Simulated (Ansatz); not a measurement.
Start from Ag in the fcc (Cu type) structure (space group Fm-3m, No. 225; a = 4.148 Å; relaxed with 0.1 eV smearing).

Method: Ansatz (a first-principles code), PBE, PAW, cutoff 420 eV, scalar-relativistic without spin-orbit coupling.

Strains are applied to the cell and any free atomic positions relax.

One change was made to it. Results:

| quantity | base | after |
|---|---|---|
| pressure | 0.0 GPa | 3.0 GPa |
| energy relative to the base (free energy F) | 0 meV/atom | +4.8 meV/atom |

Q: Which of these changes matches the shifts?
A) isotropic strain −3.00 %
B) isotropic strain +2.50 %
C) isotropic strain +1.50 %
D) isotropic strain −1.00 %
E) isotropic strain +2.00 %

A: D, isotropic strain −1.00 %. For comparison, the energy relative to the base in the other runs: isotropic strain +1.50 % gives +9.5 meV/atom; isotropic strain +2.00 % gives +17 meV/atom; isotropic strain −3.00 % gives +47 meV/atom; isotropic strain +2.50 % gives +25 meV/atom.

No phonon test of stability was made.
